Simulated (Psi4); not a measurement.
Psi4 1.11, B3LYP/def2-svpd: In(H)(OMe)(NH2) (C[O][InH][NH2]), 10 atoms. The geometry is a generated start, not checked to be a minimum at this level.

| Item | Result |
|---|---|
| task | energy |
| method | b3lyp |
| basis | def2-svpd |
| memory | 3 GB |
| maxiter | 100 |
| keys of the molecule block | symmetry c1 |
| scf_type | df (default) |
| diis_max_vecs | 10 (default) |
| e_convergence | 1e-06 (default) |
| d_convergence | 1e-06 (default) |
| dft_radial_points | 75 (default) |
| dft_spherical_points | 302 (default) |
| effective core potentials | those of the basis set, past Kr |
| basis functions | 143 |
| grid points | 216986 |

```xyz
10

In     0.0581    -0.2645     1.4160
H      0.0418    -1.3301     2.7317
O     -0.0824    -1.3358    -0.2325
C     -0.0465    -0.8835    -1.5582
H      0.1559     0.1948    -1.6367
H      0.7434    -1.4160    -2.0978
H     -1.0060    -1.0925    -2.0446
N      0.3317     1.7565     1.1276
H      0.0784     2.3209     1.9348
H     -0.2745     2.0500     0.3597
```

With the defaults (diis = true, scf_initial_accelerator = adiis, damping_percentage = 0, guess = auto, which took SAD, soscf = false) it converges in 10 SCF iterations. One run each on 2 threads, with these changes:
- soscf = true
- scf_initial_accelerator = none
- guess = core
- damping_percentage = 20
- scf_initial_accelerator = ediis
- guess = sadno
- guess = modhuckel
- diis = false, scf_initial_accelerator = none, damping_percentage = 60
- guess = sap

Question: Which of these changes keep the SCF from converging, or lead it to another solution?

Answer: No convergence: diis = false, scf_initial_accelerator = none, damping_percentage = 60 (the run ends without SCF convergence in 100 iterations). The rest reach the solution of the defaults.

| setting | SCF iterations | JK calls | end |
|---|---|---|---|
| soscf = true | 8 | 29 | same solution |
| the defaults | 10 | 11 | same solution |
| scf_initial_accelerator = ediis | 10 | 11 | same solution |
| guess = sadno | 10 | 10 | same solution |
| scf_initial_accelerator = none | 10 | 11 | same solution |
| guess = modhuckel | 10 | 39 | same solution |
| guess = sap | 14 | 14 | same solution |
| guess = core | 15 | 15 | same solution |
| damping_percentage = 20 | 19 | 20 | same solution |
| diis = false, scf_initial_accelerator = none, damping_percentage = 60 | 100 | 101 | no convergence |

An SOSCF iteration holds several JK calls; a Hückel guess adds calls on atoms. 1 further run of the study ended by our limits or in an error and is left out.
